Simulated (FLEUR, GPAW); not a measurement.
A FLEUR input for a self-consistent single point of MgCdS2 (P4/mmm, 4 atoms in the cell) (DFT, PBEsol, all-electron FLAPW (FLEUR), scalar-relativistic valence):

Input of the input generator:

```
MgCdS2
&input film=f /
1.0000000000 0.0000000000 0.0000000000
0.0000000000 1.0000000000 0.0000000000
0.0000000000 0.0000000000 1.4144309861
7.0515621669
1.0 1.0 1.0

4
12 0.5000000000 0.5000000000 0.5000000000
48 0.0000000000 0.0000000000 0.0000000000
16 0.0000000000 0.0000000000 0.5000000000
16 0.5000000000 0.5000000000 0.0000000000

&comp jspins=1 /
&exco xctyp='PBEs' /
&kpt div1=5 div2=5 div3=3 /
&end /
```

```xml
<?xml version="1.0" encoding="UTF-8" standalone="no"?>
<fleurInput fleurInputVersion="0.39">
   <comment>
      MgCdS2                                                                                              
   </comment>
   <calculationSetup>
      <cutoffs Kmax="4.2" Gmax="14.7" GmaxXC="14.7" numbands="0"/>
      <scfLoop itmax="80" minDistance="0.00001" maxIterBroyd="15" imix="Anderson" alpha="0.05" precondParam="0.0" spinf="2.0"/>
      <coreElectrons ctail="T" frcor="F" kcrel="0" coretail_lmax="0"/>
      <xcFunctional name="PBEs" relativisticCorrections="F"/>
      <magnetism jspins="1"/>
      <soc l_soc="F" theta="0.0" phi="0.0" spav="F"/>
      <expertModes spex="0" secvar="F"/>
      <geometryOptimization l_f="T" forcealpha="1.0" forcemix="BFGS" epsdisp="0.00001" epsforce="0.00001"/>
      <ldaU l_linMix="F" mixParam="0.05" spinf="1.0"/>
   </calculationSetup>
   <cell>
      <bzIntegration valenceElectrons="40.0" mode="hist" fermiSmearingEnergy="0.0001">
         <kPointListSelection listName="default-1"/>
         <!-- k-points included here -->
         <xi:include xmlns:xi="http://www.w3.org/2001/XInclude" href="kpts.xml"> </xi:include>
      </bzIntegration>
      <!-- symmetry operations included here -->
      <xi:include xmlns:xi="http://www.w3.org/2001/XInclude" href="sym.xml"> </xi:include>
      <bulkLattice scale="1.0">
         <bravaisMatrix>
            <row-1>    7.0515621669000002     0.0000000000000000     0.0000000000000000</row-1>
            <row-2>    0.0000000000000000     7.0515621669000002     0.0000000000000000</row-2>
            <row-3>    0.0000000000000000     0.0000000000000000     9.9739480292738190</row-3>
         </bravaisMatrix>
      </bulkLattice>
   </cell>
   <atomSpecies>
      <species name="Magnesium (Mg)" element="Mg" atomicNumber="12">
         <mtSphere radius="2.38" gridPoints="819" logIncrement="0.014"/>
         <atomicCutoffs lmax="10" lnonsphr="8"/>
         <electronConfig flipSpins="F">
            <coreConfig>(1s1/2)</coreConfig>
            <valenceConfig>(2s1/2) (2p1/2) (2p3/2) (3s1/2)</valenceConfig>
         </electronConfig>
         <energyParameters s="3" p="3" d="3" f="4"/>
         <lo type="SCLO" l="0" n="2" eDeriv="0"/>
         <lo type="SCLO" l="1" n="2" eDeriv="0"/>
      </species>
      <species name="Cadmium (Cd)" element="Cd" atomicNumber="48">
         <mtSphere radius="2.38" gridPoints="819" logIncrement="0.016"/>
         <atomicCutoffs lmax="10" lnonsphr="8"/>
         <electronConfig flipSpins="F">
            <coreConfig>(1s1/2) (2s1/2) (2p1/2) (2p3/2) (3s1/2) (3p1/2) (3p3/2) (4s1/2) (3d3/2) (3d5/2)</coreConfig>
            <valenceConfig>(4p1/2) (4p3/2) (5s1/2) (4d3/2) (4d5/2)</valenceConfig>
         </electronConfig>
         <energyParameters s="5" p="5" d="4" f="4"/>
         <lo type="SCLO" l="1" n="4" eDeriv="0"/>
         <lo type="HELO" l="2" n="5" eDeriv="0"/>
      </species>
      <species name="Sulfur (S)" element="S" atomicNumber="16">
         <mtSphere radius="2.38" gridPoints="819" logIncrement="0.014"/>
         <atomicCutoffs lmax="10" lnonsphr="8"/>
         <electronConfig flipSpins="F">
            <coreConfig>(1s1/2) (2s1/2) (2p1/2) (2p3/2)</coreConfig>
            <valenceConfig>(3s1/2) (3p1/2) (3p3/2)</valenceConfig>
            <stateOccupation state="(3p1/2)" spinUp="0.6666666666667" spinDown="0.6666666666667"/>
            <stateOccupation state="(3p3/2)" spinUp="1.3333333333333" spinDown="1.3333333333333"/>
         </electronConfig>
         <energyParameters s="3" p="3" d="3" f="4"/>
      </species>
   </atomSpecies>
   <atomGroups>
      <atomGroup species="Magnesium (Mg)">
         <relPos label="                   1">1.000/2.000 1.000/2.000 1.000/2.000</relPos>
         <force calculate="T" relaxXYZ="TTT"/>
      </atomGroup>
      <atomGroup species="Cadmium (Cd)">
         <relPos label="                   2">.0000000000 .0000000000 .0000000000</relPos>
         <force calculate="T" relaxXYZ="TTT"/>
      </atomGroup>
      <atomGroup species="Sulfur (S)">
         <relPos label="                   3">.0000000000 .0000000000 1.000/2.000</relPos>
         <force calculate="T" relaxXYZ="TTT"/>
      </atomGroup>
      <atomGroup species="Sulfur (S)">
         <relPos label="                   4">1.000/2.000 1.000/2.000 .0000000000</relPos>
         <force calculate="T" relaxXYZ="TTT"/>
      </atomGroup>
   </atomGroups>
   <output dos="F" band="F" slice="F">
      <checks vchk="F" cdinf="F"/>
      <bandDOS minEnergy="-.5*Htr" maxEnergy="0.5*Htr" sigma="0.015" storeEVData="T"/>
      <vacuumDOS vacdos="F" integ="F" star="F" nstars="0" locx1="0.0" locy1="0.0" locx2="0.0" locy2="0.0" nstm="0" tworkf="0.0"/>
      <unfoldingBand unfoldBand="F" supercellX="1" supercellY="1" supercellZ="1"/>
      <plotting iplot="0" polar="F">
         <plot TwoD="T" vec1="  1.0  0.0  0.0" vec2="  0.0  1.0  0.0" vec3="  0.0  0.0  1.0" zero="  0.0  0.0  0.0" file="plot"/>
      </plotting>
      <chargeDensitySlicing numkpt="0" minEigenval="0.0" maxEigenval="0.0" nnne="0" pallst="F"/>
      <specialOutput eonly="F"/>
      <magneticCircularDichroism mcd="F" energyLo="-10.0" energyUp="0.0"/>
   </output>
  <!-- We include the file relax.xml here to enable relaxations (see documentation) -->
  <xi:include xmlns:xi="http://www.w3.org/2001/XInclude" href="relax.xml"> <xi:fallback/> </xi:include>
</fleurInput>
```

Problem. Write the same calculation as an input for GPAW.

Solution. One input that does it (others would too):

```python
from ase import Atoms
from ase.units import GPa
from gpaw import GPAW

atoms = Atoms(['Mg', 'Cd', 'S', 'S'],
              cell=[[3.731526, 0.000000, 0.000000],
                    [0.000000, 3.731526, 0.000000],
                    [0.000000, 0.000000, 5.277986]],
              scaled_positions=[[0.500000, 0.500000, 0.500000],
                                [0.000000, 0.000000, 0.000000],
                                [0.000000, 0.000000, 0.500000],
                                [0.500000, 0.500000, 0.000000]],
              pbc=True)

calc = GPAW(mode={'name': 'pw', 'ecut': 800},
            xc='PBEsol',
            kpts=(5, 5, 3),
            occupations={'name': 'fermi-dirac', 'width': 0.0},
            nbands=-6,
            convergence={'density': 1e-05, 'bands': -4},
            symmetry={'symmorphic': False, 'tolerance': 0.0005},
            maxiter=120,
            txt='-')

atoms.calc = calc

energy = atoms.get_potential_energy()
print('Energy (eV):', round(energy, 6))
forces = atoms.get_forces()
print('Forces (eV/Ang):')
print(forces.round(5))
stress = atoms.get_stress()
print('Stress (GPa, Voigt):', (stress / GPa).round(4))
```

Basis, cutoffs, solver keys and any potentials are the target program's own. This input uses DFT PBEsol, plane waves, GPAW PAW datasets PBEsol (made by gpaw-setup).

The starting cell comes from a database of computed structures (which also holds hypothetical and non-ambient phases and stackings), without a prior relaxation at this level. For this run, on top of that: lattice scaled by 0.98.
